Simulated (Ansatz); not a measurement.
The reference is LuAs in the CsCl type structure (space group Pm-3m, No. 221; a = 3.4937 Å; a model cell, its experimental status unchecked; relaxed with 0.1 eV smearing). Axes: x, y, z lie along the cube axes.

Computed with r2SCAN, PAW, 500 eV (Ansatz, an electronic-structure program; spin-orbit coupling left out).

The change: a pure shear with ε_xy = ε_yx = 0.0089, atoms relaxed at fixed cell.

Question: What happens to the stress?

Answer: The stress (xx, yy, zz, yz, xz, xy; compression positive) amounts to (0.0, 0.0, 0.0, 0.0, 0.0, 0.8) GPa.

Question: Estimate the effect on the energy relative to the base.

Answer: The energy decreases by 1.0 meV/atom.

The cells carry an imposed strain or load. Stability against distortions was not tested. The final runs are not spin-polarised. Under tensor shear ε_xy = +0.89 % the cell ends below the base's energy or with stress of the wrong sign: the atoms slid into a distortion or the cell is elastically unstable, so the base is not a stable minimum at this level.
